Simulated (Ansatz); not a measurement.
Antifluorite Be₂C was calculated with LDA in Ansatz (PAW).

Run with plane-wave cutoff 520 eV, 12×12×12 k mesh, perturbation theory, force constants from a 4×4×4 q mesh, scalar-relativistic PAW data made under PBE.

Computed at the level's own relaxed cell.

```cif
data_C4Be8
_chemical_formula_sum 'Be8 C4'
_space_group_name_H-M_alt 'Fm-3m'
_space_group_IT_number 225
_space_group_name_Hall '-F 4 2 3'
_cell_length_a 4.26824
_cell_length_b 4.26824
_cell_length_c 4.26824
_cell_angle_alpha 90.000
_cell_angle_beta 90.000
_cell_angle_gamma 90.000
loop_
_atom_site_label
_atom_site_type_symbol
_atom_site_symmetry_multiplicity
_atom_site_Wyckoff_symbol
_atom_site_fract_x
_atom_site_fract_y
_atom_site_fract_z
_atom_site_occupancy
Be1 Be 8 c 0.25000 0.25000 0.25000 1
C1 C 4 a 0.00000 0.00000 0.00000 1
```
(The calculation used a cell of 3 atoms; values per cell refer to that cell.)

Harmonic phonon frequencies (cm⁻¹; i marks an imaginary mode; at Γ without the LO shift):

| q point | frequencies |
|---|---|
| Γ | 0 0 0 674 674 674 722 722 722 |

Ansatz is an electronic-structure program.
